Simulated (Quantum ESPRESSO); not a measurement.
Worked example: self-consistent single point of CsNbN2 (Fd-3m, 8 atoms in the cell) in Quantum ESPRESSO.

Method of the run: PBEsol-D3(BJ) with three-body term, PseudoDojo standard norm-conserving (PBESOL) pseudopotentials (plane waves; Quantum ESPRESSO).

```
CELL_PARAMETERS angstrom
      0.00000     4.48116     4.48116
      4.48116     0.00000     4.48116
      4.48116     4.48116     0.00000
ATOMIC_POSITIONS crystal
  Cs 0.25000 0.25000 0.25000
  Cs 0.00000 0.00000 0.00000
  Nb 0.75000 0.75000 0.75000
  Nb 0.50000 0.50000 0.50000
  N  0.62500 0.62500 0.62500
  N  0.12500 0.62500 0.62500
  N  0.62500 0.62500 0.12500
  N  0.62500 0.12500 0.62500
```

Reference input (self-consistent single point, DFT, PBEsol, plane waves, PseudoDojo standard norm-conserving (PBESOL) pseudopotentials): ecutwfc = 85 Ry; occupations = fixed; potentials = {Cs: Cs.upf, Nb: Nb.upf, N: N.upf}; K_POINTS = automatic 5 5 5 0 0 0; nbnd = 36; conv_thr = 1e-10 Ry; mixing_beta = 0.4. This run's input differs from it in these lines:

```diff
@@ -15,2 +15,5 @@
  nbnd = 36
+ vdw_corr = 'grimme-d3'
+ dftd3_version = 4
+ dftd3_threebody = .true.
 /
```

Log, with long lists cut:

```
     Self-consistent Calculation

     iteration #  1     ecut=    85.00 Ry     beta= 0.40

     total energy              =    -424.28706324 Ry
     estimated scf accuracy    <       4.75309665 Ry

     iteration #  2     ecut=    85.00 Ry     beta= 0.40

     total energy              =    -425.54107007 Ry
     estimated scf accuracy    <       1.54433617 Ry

     iteration #  3     ecut=    85.00 Ry     beta= 0.40

     total energy              =    -425.78237354 Ry
     estimated scf accuracy    <       0.06369639 Ry

   [... 15 blocks of this kind left out ...]

     iteration # 19     ecut=    85.00 Ry     beta= 0.40

     total energy              =    -425.80943042 Ry
     estimated scf accuracy    <          1.6E-10 Ry

     iteration # 20     ecut=    85.00 Ry     beta= 0.40
     End of self-consistent calculation

     highest occupied, lowest unoccupied level (ev):     7.1423    8.7386

!    total energy              =    -425.80943042 Ry
     estimated scf accuracy    <          2.8E-11 Ry

     DFT-D3 Dispersion         =      -0.12388998 Ry

     convergence has been achieved in  20 iterations

     Forces acting on atoms (cartesian axes, Ry/au):

     atom    1 type  1   force =    -0.00000000   -0.00000000   -0.00000000
   [... zero for the other atoms too ...]

     Total force =     0.000000     Total SCF correction =     0.000000

          total   stress  (Ry/bohr**3)                   (kbar)     P=      -46.40
  -0.00031545  -0.00000000   0.00000000          -46.40       -0.00        0.00
   0.00000000  -0.00031545   0.00000000            0.00      -46.40        0.00
   0.00000000   0.00000000  -0.00031545            0.00        0.00      -46.40

   JOB DONE.
```

The run converged in 20 iterations. Against the reference run the pressure goes from -3.17 to -4.64 GPa and the gap on the mesh stays at 1.596 eV.

The starting cell comes from a database of computed structures (which also holds hypothetical and non-ambient phases and stackings), without a prior relaxation at this level. With a pressure of about -5 GPa the cell is away from its equilibrium volume at this level.

Cost on one core of a shared machine: roughly 3 min.
